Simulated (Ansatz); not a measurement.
Worked calculations on one periodic cell of amorphous Si$_{24}$O$_{48}$H$_{2}$: Si24O48H2, 74 atoms, volume 1095.2 Å³, made by a melt-quench on the CHGNet potential and relaxed with DFT. O atoms were pushed apart under 1.9 Å during the dynamics, to hinder bonds among them. It is a model cell: composition and starting density were chosen by hand, and all elements were melted together. Cycles of charging were run to anneal it. Computed with PBE, scalar-relativistic without spin-orbit coupling (plane waves to 420 eV, PAW; Ansatz, an electronic-structure program). Sampling: a 2×2×2 Γ-centred mesh; Fermi-Dirac width 0.02 eV; no spin polarisation. Its volume was relaxed, its shape was free, and it stands at a mean pressure of 0.0 GPa with stress components up to 0.1 GPa; the relaxation ran on the zone centre alone. Its density went from a set 2.01 to 2.19 g/cm³. The cell is small and was quenched far faster than a real film, so it is one sample of the glass.

Task: Count formal charges (Si +4, O -2, H +1). What does the count lead one to expect at the Fermi level, and what does the calculation give?

Result: 24 × (+4) + 48 × (-2) + 2 × (+1) = +2. 2 electrons are left on cation states, in cation-cation bonds, defect levels or the conduction band. On this mesh the highest filled and lowest empty level lie 3.20 eV apart; localised defect or tail levels set that (at the zone centre the more localised edge state sits most on one Si atom with neighbours O 1.68 Å, O 1.69 Å), and the nearest spread-out levels lie 5.6 eV apart.

Four energies for an added electron at PBE on the zone centre alone (charged cells in a uniform background, spin-polarised): neutral at the neutral geometry -42600.116 eV; charged at the neutral geometry -42593.831 eV; charged and relaxed -42593.851 eV; neutral at the charged geometry -42600.093 eV.

Task: Find the two relaxation energies and their sum, the reorganisation energy.

Result: On charging: -42593.831 − (-42593.851) = 0.020 eV. On discharging: -42600.093 − (-42600.116) = 0.023 eV. The sum is 0.043 eV. The carrier's level spreads over 65 of the 74 atoms' worth, more than a fifth of the atoms or a third of the atoms of its main element (six at least), and the sum is small, so it counts as a band carrier, whose relaxation energy shrinks as the cell grows. PBE's self-interaction favours spread-out carriers, so a hybrid can localise more.

Four energies for a hole at PBE on the zone centre alone (charged cells in a uniform background, spin-polarised): neutral at the neutral geometry -42600.116 eV; charged at the neutral geometry -42602.232 eV; charged and relaxed -42603.456 eV; neutral at the charged geometry -42598.930 eV.

Task: Find the two relaxation energies and their sum, the reorganisation energy.

Result: On charging: -42602.232 − (-42603.456) = 1.224 eV. On discharging: -42598.930 − (-42600.116) = 1.186 eV. The sum is 2.410 eV. The carrier's level spreads over 3 of the 74 atoms' worth, so it counts as localised, most on one Si atom with neighbours O 1.68 Å, O 1.69 Å (neutral geometry). The values are uncorrected: the image energy of a point charge in this cell, 2.84 × 14.40 / (2 × 10.3) = 2.0 eV before screening, is screened by electrons alone at the fixed geometry and by ions too after relaxing, and the carrier can be spread before it relaxes, so each term can be off by up to that value times 1/ε∞, some tenths of an eV. PBE's self-interaction favours spread-out carriers, so a hybrid can localise more.
